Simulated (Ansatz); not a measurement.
For SrGa4 (I4/mmm), PBEsol, DFPT electron-phonon coupling, linearised Boltzmann equation run with Ansatz (a program for electronic structure) gives a transport coupling λ_tr = 0.338 and a Drude plasma energy ħω_p = 3.22 eV along z (a = (-2.20, 2.20, 5.31) Å; b = (2.20, -2.20, 5.31) Å; c = (2.20, 2.20, -5.31) Å).

Question: Estimate the resistivity at 300 K from the high-temperature formula ρ = 2π λ_tr k_B T / (ħ ε₀ ω_p²), and say how the full Boltzmann solution compares.

Answer: The scattering rate is 1/τ = 2π λ_tr k_B T/ħ = 8.34e13 s⁻¹ and ω_p = 4.89e15 s⁻¹, so ρ ≈ 39.4 μΩ·cm. The Boltzmann solution gives 38.9 μΩ·cm, 0.99 times the estimate.

A metal at this level (no band gap). Only scattering by harmonic phonons is included (no impurities, grain boundaries, electron-electron scattering or thermal expansion). Spin-orbit coupling is left out. The run warned that the eigensolver left some states short of its tolerance. Halving the electron mesh (20x20x20) moves the resistivity by up to 9 % at 300 K, the coupling by up to 4 %. Smearing 0.20 eV; phonons on a 5x5x5 q mesh, which this run doesn't test.

Formula and space group known from diffraction (Crystallography Open Database), not checked to be the room-temperature form: SrGa4 (I4/mmm).
